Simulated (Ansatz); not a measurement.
**What holes 7.0×10^21 cm⁻³ does to BeSe**

Take BeSe in the zinc blende structure (space group F-43m, No. 216; a = 5.1778 Å) as the base.

Modification: 0.243 holes added to each cell, a density of 7.0×10^21 cm⁻³, with a uniform compensating background at fixed cell and a 300 K Fermi–Dirac width.

All numbers come from Ansatz (an electronic-structure program) PBE, no spin-orbit coupling. k-mesh 25×25×25 (Γ-centred); smearing 0.0259 eV (Fermi–Dirac).

| quantity | base | changed | shift |
|---|---|---|---|
| gap between the host's bands | 2.67 eV | 2.90 eV | +0.23 eV |
| gap character | indirect, Γ → X | indirect, Γ → X | – |
| valley order (the lowest conduction-band minima on the path, energy above the VBM, named in the base's zone) | X along ⟨100⟩ 2.67 eV; Γ 4.22 eV | X along ⟨100⟩ 2.90 eV; Γ 4.36 eV | – |
| Fermi level relative to the doped band's edge (positive inside the band; to 0.05 eV) | – | +0.65 eV | – |

Final structure:

```
BeSe
1.0
    0.00000     2.58889     2.58889
    2.58889     0.00000     2.58889
    2.58889     2.58889     0.00000
Se Be
1 1
Direct
  0.75000   0.75000   0.75000
  0.00000   0.00000   0.00000
```
Cell charge +0.242923.

Carriers are added with a uniform compensating background; total energy and stress of such cells depend on the potential's zero and are not compared; many-body gap narrowing is missing at this level. No phonon test of stability was made.
